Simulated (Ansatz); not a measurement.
Take WC (space group P-6m2, No. 187; a = 2.913 Å, c = 2.835 Å; relaxed with 0.1 eV smearing) as the base. Axes: x lies along a and z along c of the hexagonal cell.

The values are results of r2SCAN/PAW in Ansatz (a first-principles code), no spin-orbit coupling, not measurements.

Strains are applied to the cell and any free atomic positions relax; under biaxial strain the out-of-plane vector relaxes too.

One change was made to it. Results:

The pressure (mean of the normal stresses, compression positive) goes from zero to 61.5 GPa; the band gap remains zero.

Question: Name the change that was made.
(A) biaxial strain −1.94 %, plane normal [001], relaxed out of plane
(B) biaxial strain −2.07 %, plane normal [001], relaxed out of plane
(C) biaxial strain −1.50 %, plane normal [001], relaxed out of plane
(D) isotropic strain −3.88 %
(E) uniaxial strain ε_yy = −2.01 %

Answer: D, isotropic strain −3.88 %. For comparison, the pressure in the other runs: biaxial strain −1.50 %, plane normal [001], relaxed out of plane gives 9.8 GPa; biaxial strain −2.07 %, plane normal [001], relaxed out of plane gives 13.8 GPa; uniaxial strain ε_yy = −2.01 % gives 8.2 GPa; biaxial strain −1.94 %, plane normal [001], relaxed out of plane gives 12.9 GPa.

Whether these cells are dynamically stable was not tested. The final runs are not spin-polarised.
